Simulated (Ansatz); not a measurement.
The parent structure is KF in the zinc blende structure (space group F-43m, No. 216; a = 5.950 Å; a hypothetical phase, not in the database extracts checked).

(Cell as relaxed with PBE.)

Levels (all Ansatz, an electronic-structure program, PAW): PBE (420 eV, without spin-orbit coupling); r2SCAN (500 eV, no spin-orbit coupling).

Each level relaxes its own structure.

```csv
base,PBE,r2SCAN
volume per atom,26.33 Å³,25.32 Å³
lattice parameter a,5.950 Å,5.873 Å
band gap,5.06 eV,5.75 eV
```

The change: a hydrostatic pressure of 60 GPa.

```csv
quantity,PBE,r2SCAN
shift of the gap caused by the change,+1.72 eV,[?]
smallest direct gap,8.30 eV,[?]
band gap,6.78 eV,[?]
volume per atom,13.68 Å³,[?]
```

Q: Given the PBE results, estimate those of r2SCAN.

A: 
- shift of the gap caused by the change, r2SCAN: +1.50 eV
- smallest direct gap, r2SCAN: 8.81 eV
- band gap, r2SCAN: 7.25 eV
- volume per atom, r2SCAN: 13.62 Å³

PBE's shift of the gap caused by the change lies 0.22 eV above r2SCAN's; PBE's smallest direct gap lies 0.51 eV below r2SCAN's; PBE's band gap lies 0.47 eV below r2SCAN's; PBE's volume per atom lies 0.06 Å³ above r2SCAN's (0.4 %). Neither level is exact; r2SCAN is the comparison here, not a measurement.

Load acts through the strain it causes; cell and atoms are relaxed under it. Whether these cells are dynamically stable was not tested. No other phases were tried under pressure.
